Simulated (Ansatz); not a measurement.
Consider GaSb in the rock salt structure (space group Fm-3m, No. 225; a = 5.697 Å; a hypothetical phase, not in the database extracts checked).

Level of theory: PBEsol/PAW in Ansatz (a first-principles code), without spin-orbit coupling.

Base values:

- Volume per atom: 23.11 Å³

It is then changed as follows: cell and atoms relaxed at a pressure of 7.5 GPa.

**Question.** How does this affect the volume per atom?

**Answer.** The volume per atom drops by 2.05 Å³ (23.11 Å³ → 21.06 Å³).

Load acts through the strain it causes; cell and atoms are relaxed under it. Whether these cells are dynamically stable was not tested. Competing high-pressure phases were not computed. The final runs are not spin-polarised.
